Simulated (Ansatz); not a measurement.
The structure below was relaxed with r2SCAN, PAW, 500 eV (Ansatz, a quantum-chemistry and plane-wave program; no SOC).

```xyz
3
Lattice="2.8660 0.0000 0.0000 -1.4330 2.4820 0.0000 0.0000 0.0000 6.6570" Properties=species:S:1:pos:R:3 pbc="T T T"
Au     1.4330     0.8273     5.4086
Cu     0.0000     0.0000     3.3285
Au     0.0000     1.6547     1.2484
```

Q: Find the space group and the Wyckoff positions.

A: Space group P-3m1 (No. 164); a = b = 2.866 Å, c = 6.657 Å, α = β = 90.00°, γ = 120.00°

```csv
atom,site,symmetry,x,y,z
Au,2d,3m.,0.3333,0.6667,0.1875
Cu,1b,-3m.,0.0000,0.0000,0.5000
```

Q: Describe the coordination.

A: The crystal has 3 atoms in its conventional cell. Cell: a = b = 2.8660 Å, c = 6.6570 Å, α = β = 90.00°, γ = 120.00°. Au has 3 Cu at 2.658 Å and 9 Au at 2.866–2.995 Å (cuboctahedral). Cu sees 6 Au at 2.658 Å and 6 Cu at 2.866 Å (cuboctahedral). (Neighbours: up to the widest gap in distance over summed covalent radii, below 1.35, at either atom.)

Each cell is one ordered arrangement of few atoms, which overstates ordering effects compared with a random alloy. Stability against distortions was not tested. All final runs are without spin polarisation. The cell was made from Au by this change: x(Cu) = 0.333, 3 atoms, P-3m1.
